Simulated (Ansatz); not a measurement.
## A computed series for BeTe: pressure series

Start from BeTe in the zinc blende structure (space group F-43m, No. 216).

```
CELL_PARAMETERS angstrom
      0.00000     2.82847     2.82847
      2.82847     0.00000     2.82847
      2.82847     2.82847     0.00000
ATOMIC_POSITIONS crystal
  Te 0.75000 0.75000 0.75000
  Be 0.00000 0.00000 0.00000
```

Cell and atoms are relaxed at each pressure.

All numbers come from r2SCAN, PAW, 500 eV (Ansatz, an electronic-structure program; spin-orbit coupling left out).

```tsv
pressure (GPa)	volume per atom (Å³/atom)
-2	23.469
0	22.628
3	21.611
7	20.531
15	18.935
30	16.966
50	15.285
75	?
100	12.874
```

Fit the third-order Birch–Murnaghan form P(V) = (3B₀/2)[(V₀/V)^(7/3) − (V₀/V)^(5/3)]·[1 + (3/4)(B₀′ − 4)((V₀/V)^(2/3) − 1)] (squares taken in P) to the rows shown and predict the withheld row.

Least squares on the printed values gives V₀ = 22.630 Å³/atom, B₀ = 59.7 GPa, B₀′ = 3.9; this predicts 13.879 Å³/atom, and the run gives 13.880 Å³/atom, in agreement.

Measured bulk modulus of BeTe: 67 GPa (room temperature; as listed in Elmahjoubi et al., arXiv (2023)); the computed value is for a static lattice, so the two differ by thermal effects too.

Load acts through the strain it causes; cell and atoms are relaxed under it. No phonon test of stability was made. No other phases were tried under pressure.
